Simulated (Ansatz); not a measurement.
**Ag2O: pressure series**

Base system: Ag2O (space group Pn-3m, No. 224; a = 4.7067 Å).

Cell and atoms are relaxed at each pressure.

The values are results of PBEsol/PAW in Ansatz (a quantum-chemistry and plane-wave program), no SOC, not measurements.

For the base:

```
Quantity  Result
--------  ------
Band gap    zero
```

Question: The aim is a band gap between 0.30 eV and 0.36 eV. Which of these changes reaches it?
A. pressure 30 GPa
B. pressure 0.9 GPa
C. pressure 22.5 GPa

Answer: C, pressure 22.5 GPa. It gives 0.35 eV; pressure 0.9 GPa gives zero; pressure 30 GPa gives 0.44 eV. Changes not listed may reach it too

Load acts through the strain it causes; cell and atoms are relaxed under it. Stability against distortions was not tested. Competing high-pressure phases were not computed. No Hubbard U is applied, and correlation can decide whether such a compound is a metal. The final runs are not spin-polarised. The zero or small gap of Ag2O can change with the level of theory.
